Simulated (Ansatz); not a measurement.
## SrTiO3: isotropic strain −1.20 %

The reference is SrTiO3 in the cubic perovskite structure (space group Pm-3m, No. 221; a = 3.891 Å).

It is then changed as follows: an isotropic linear strain of −1.20 %, atoms relaxed at fixed cell.

Level of theory: PBEsol (Ansatz, an electronic-structure program, PAW, no spin-orbit coupling). Settings: 9×9×9 k-points, 0.05 eV Fermi–Dirac smearing.

The volume per atom shrinks by 0.42 Å³ to 11.36 Å³ and the space group stays Pm-3m (No. 221). The shortest interatomic distance shrinks by 0.0233 Å to 1.922 Å and the energy rises by 9.2 meV/atom. The pressure goes up by 7.290 GPa to 7.29 GPa and the band gap increases by 0.064 eV, from 1.85 eV to 1.92 eV. The gap character is still indirect, R → Γ and the smallest direct gap goes up by 0.04 eV to 2.23 eV. The mean gap deformation potential ΔEg/Δln V is -1.8 eV and the width of the top valence band goes up by 0.03 eV to 1.08 eV.

Cost of the whole job for the changed cell (relaxation, final SCF and bands): around 21 core-seconds (rough).

No phonon test of stability was made. All final runs are without spin polarisation. Many cubic perovskites are stable only at high temperature; tilts and polar distortions were not tested.
